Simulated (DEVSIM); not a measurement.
Device: abrupt In0.53Ga0.47As n-p junction, at 500 K.

| layer (left to right) | material | thickness (μm) | Nd (cm⁻³) | Na (cm⁻³) | τn (s) | τp (s) |
|---|---|---|---|---|---|---|
| 1 | In0.53Ga0.47As | 3.80 | 2.8e16 | - | 2.3e-8 | 2.3e-8 |
| 2 | In0.53Ga0.47As | 7.00 | - | 1.4e14 | 2.3e-8 | 2.3e-8 |

Left contact: ohmic. Right contact: ohmic. Voltage is applied to the left contact. Recombination: SRH at mid-gap, Auger. Mobility is μmin + (μ − μmin)/(1 + (N/Nref)^α).

The device is made up for the run: typed textbook-type constants, with dimensions and the other settings drawn at random. Values at 300 K; Nc and Nv go as T^1.5, mobilities as T to minus their exponent, the gap by Varshni's rule with the affinity fixed.

| parameter | In0.53Ga0.47As |
|---|---|
| gap (eV) | 0.74 |
| affinity (eV) | 4.51 |
| permittivity | 13.9 |
| Nc (cm⁻³) | 2.1e17 |
| Nv (cm⁻³) | 7.7e18 |
| μn (cm²/Vs) | 12000 |
| μp (cm²/Vs) | 300 |
| μn,min | 300 |
| μp,min | 10 |
| Nref,n | 1.3e17 |
| Nref,p | 4.9e17 |
| αn | 0.48 |
| αp | 0.4 |
| T exponent of μn | 1.6 |
| T exponent of μp | 1.6 |
| Cn (cm⁶/s) | 5e-29 |
| Cp (cm⁶/s) | 5e-29 |
| Varshni α (eV/K) | 0.00035 |
| Varshni β (K) | 190 |

DEVSIM, 1D drift-diffusion, Boltzmann statistics, complete ionisation; no tunnelling, impact ionisation, image-force lowering or self-heating.

Question: Tabulate band edges, carrier densities and field at zero bias.

Answer: Energies count from the Fermi level of the right contact; mesh points crowd at the junctions.

| x (μm) | Ec (eV) | Ev (eV) | n (cm⁻³) | p (cm⁻³) | field (V/cm) |
|---|---|---|---|---|---|
| 0.000 | 0.120 | -0.558 | 2.8e16 | 4.0e13 | ≈ 0 |
| 0.03013 | 0.120 | -0.558 | 2.8e16 | 4.0e13 | ≈ 0 |
| 0.09757 | 0.120 | -0.558 | 2.8e16 | 4.0e13 | ≈ 0 |
| 0.2598 | 0.120 | -0.558 | 2.8e16 | 4.0e13 | ≈ 0 |
| 0.7857 | 0.120 | -0.558 | 2.8e16 | 4.0e13 | ≈ 0 |
| 1.864 | 0.120 | -0.558 | 2.8e16 | 4.0e13 | ≈ 0 |
| 2.929 | 0.120 | -0.558 | 2.8e16 | 4.0e13 | ≈ 0 |
| 3.523 | 0.120 | -0.558 | 2.8e16 | 4.0e13 | ≈ 0 |
| 3.690 | 0.122 | -0.556 | 2.7e16 | 4.1e13 | 550 |
| 3.764 | 0.136 | -0.542 | 1.9e16 | 5.7e13 | 4300 |
| 3.797 | 0.158 | -0.520 | 1.2e16 | 9.6e13 | 9700 |
| 3.840 | 0.192 | -0.485 | 5.2e15 | 2.1e14 | 6300 |
| 3.920 | 0.227 | -0.450 | 2.3e15 | 4.8e14 | 3000 |
| 4.099 | 0.255 | -0.422 | 1.2e15 | 9.2e14 | 690 |
| 4.743 | 0.264 | -0.414 | 9.9e14 | 1.1e15 | ≈ 0 |
| 6.041 | 0.264 | -0.413 | 9.9e14 | 1.1e15 | ≈ 0 |
| 8.377 | 0.264 | -0.413 | 9.9e14 | 1.1e15 | ≈ 0 |
| 9.736 | 0.264 | -0.413 | 9.9e14 | 1.1e15 | ≈ 0 |
| 10.46 | 0.264 | -0.413 | 9.9e14 | 1.1e15 | ≈ 0 |
| 10.66 | 0.264 | -0.413 | 9.9e14 | 1.1e15 | ≈ 0 |
| 10.75 | 0.264 | -0.413 | 9.9e14 | 1.1e15 | ≈ 0 |
| 10.80 | 0.264 | -0.413 | 9.9e14 | 1.1e15 | ≈ 0 |
